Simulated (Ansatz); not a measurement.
Effect of biaxial strain +0.50 %, plane normal [001], relaxed out of plane on Si

Base system: Si in the diamond structure (space group Fd-3m, No. 227; a = 5.4443 Å). Axes: x, y, z lie along the cube axes.

The change: biaxial strain +0.50 %, plane normal [001], relaxed out of plane (Cartesian); in-plane vectors clamped, the third vector and the atoms free.

Method: r2SCAN (Ansatz, an electronic-structure program, PAW, no spin-orbit coupling). k-mesh 10×10×10 (Γ-centred); smearing 0.05 eV (Fermi–Dirac).

The shortest interatomic distance increases by 0.005 Å, from 2.357 Å to 2.362 Å and the energy rises by 0.6 meV/atom. The pressure (mean of the normal stresses, compression positive) goes from zero to -0.61 GPa and the band gap shrinks by 0.09 eV, from 0.78 eV to 0.69 eV. The gap character amounts to indirect, Γ → Γ–M (87 % along) and the smallest direct gap shrinks by 0.07 eV, from 2.74 eV to 2.67 eV. The electron mass becomes 0.90 mₑ along k, 0.19 mₑ across (off the special points) (base: 0.91 mₑ along k, 0.19 mₑ across (off the special points)) and the hole mass amounts to 0.17 mₑ out of plane, 0.25 mₑ in plane (at Γ). The valence-band top at Γ (three highest levels, from the VBM) becomes 0.00, -0.06, -0.06 eV (base: 0.00, 0.00, 0.00 eV) and the out-of-plane strain is -0.37 %. The mean in-plane stress (compression positive) is -0.9 GPa.

Effective masses come from finite differences of ±0.01 Å⁻¹. Along k means along the line from Γ to the band edge. Whether these cells are dynamically stable was not tested. Labels are those of the standard path for the cell's own space group.
